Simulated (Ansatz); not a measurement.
Consider the following.

```
CELL_PARAMETERS angstrom
      0.00000     2.56289     2.60625
      2.56289     0.00000     2.60625
      2.56289     2.56289     0.00000
ATOMIC_POSITIONS crystal
  Mg 0.00000 0.00000 0.00000
  S  0.50000 0.50000 0.50000
```

Computed with PBEsol with spin-orbit coupling, rigid bands (plane waves, PAW; Ansatz, a program for electronic structure). Condition of this run: biaxial stress xx = yy = 2 GPa (compression positive) (the target of the relaxation). Cell: cell and atoms relaxed with PBEsol, then loaded as said.

Problem. What conductivity effective mass do dilute electrons have at 300 K?

Solution. 0.39 (x), 0.39 (y), 0.31 (z) mₑ.

Problem. Predict the hole conductivity mass (n e² τ/σ) at 300 K, by direction if it differs.

Solution. 1.17 (x), 1.17 (y), 0.97 (z) mₑ.

Problem. And the band gap?

Solution. 2.67 eV at this level; semilocal functionals usually fall short of the measured gap.

Rigid bands, one relaxation time for all states, no polarons.
